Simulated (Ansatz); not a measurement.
**How the volume per atom of CdS (model structure, started from the h-BN type, P6₃/mmc, No. 194, 4 atoms in the cell) moves with the method**

No measured value is used here.

```csv
level (code),value (Å³/atom)
PBE (Ansatz),24.80
PBEsol (Ansatz),23.50
PBE-D3(BJ) (Ansatz),23.88
```

Ansatz's density-functional and Hartree–Fock values are scalar-relativistic unless marked +SOC, with PAW data made under PBE.

A model structure was made by putting elements into a prototype or built by hand; it is no filed structure, need not be a known phase, and can be a saddle point held by its symmetry.

Ansatz is a quantum-chemistry and plane-wave program.
